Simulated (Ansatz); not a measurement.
**SnO2, pressure series**

Start from SnO2 in the rutile structure (space group P4_2/mnm, No. 136; a = 4.722 Å, c = 3.190 Å).

Cell and atoms are relaxed at each pressure.

All numbers come from Kohn–Sham DFT with the LDA functional, run in Ansatz (a quantum-chemistry and plane-wave program) with PAW and 420 eV plane waves, spin-orbit coupling left out.

Before the change:

| Quantity | Result |
|---|---|
| Band gap | 1.16 eV |

Q: The aim is a band gap between 1.84 eV and 1.95 eV. Which of these changes reaches it?
A. pressure 2.1 GPa
B. pressure −2 GPa
C. pressure 15 GPa
D. pressure 9 GPa

A: C, pressure 15 GPa. It gives 1.88 eV; pressure 2.1 GPa gives 1.27 eV; pressure 9 GPa gives 1.61 eV; pressure −2 GPa gives 1.05 eV. Changes not listed may reach it too

Load acts through the strain it causes; cell and atoms are relaxed under it. Whether these cells are dynamically stable was not tested. Competing high-pressure phases were not computed.
